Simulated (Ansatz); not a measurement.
GaN, response to strain

Take GaN in the wurtzite structure (space group P6_3mc, No. 186; a = 3.183 Å, c = 5.185 Å) as the base. Axes: x lies along a and z along c of the hexagonal cell.

Strains are applied to the cell and any free atomic positions relax; under biaxial strain the out-of-plane vector relaxes too.

The values are results of PBEsol (Ansatz, a program for electronic structure; PAW; 420 eV plane waves; scalar-relativistic without spin-orbit coupling), not measurements.

Candidates:
(a) biaxial strain +3.00 %, plane normal [001], relaxed out of plane
(b) biaxial strain +1.80 %, plane normal [001], relaxed out of plane
(c) biaxial strain +1.20 %, plane normal [001], relaxed out of plane
(d) biaxial strain +2.40 %, plane normal [001], relaxed out of plane

Base values:

```
Property   Result
--------  -------
Band gap  1.88 eV
```

Q: Order them by band gap, lowest first.

A: (a) biaxial strain +3.00 %, plane normal [001], relaxed out of plane (1.51 eV), (d) biaxial strain +2.40 %, plane normal [001], relaxed out of plane (1.59 eV), (b) biaxial strain +1.80 %, plane normal [001], relaxed out of plane (1.67 eV), (c) biaxial strain +1.20 %, plane normal [001], relaxed out of plane (1.75 eV)

Whether these cells are dynamically stable was not tested.
